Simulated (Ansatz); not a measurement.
We consider cubic perovskite BaHfO3, described by PBEsol in Ansatz (plane waves, PAW).

Numerical settings: plane-wave cutoff 520 eV, 8×8×8 k mesh, Fermi–Dirac smearing 0.01 eV, scalar-relativistic PAW data made under PBE.

The cell has the measured lattice: a = 4.171 Å, b = 4.171 Å, c = 4.171 Å, α = 90.00°, β = 90.00°, γ = 90.00°.

Task: Give the computed band gap and smallest direct gap on the k points sampled.

Result: 
* **band gap**: 3.57 eV
* **smallest direct gap on the k points sampled**: 3.66 eV

Note: cell and atoms aren't relaxed at this level (pressure -1.6 GPa).

Spin–orbit coupling is not included.

Static lattice: no zero-point or thermal effects.

Ansatz is an electronic-structure program.
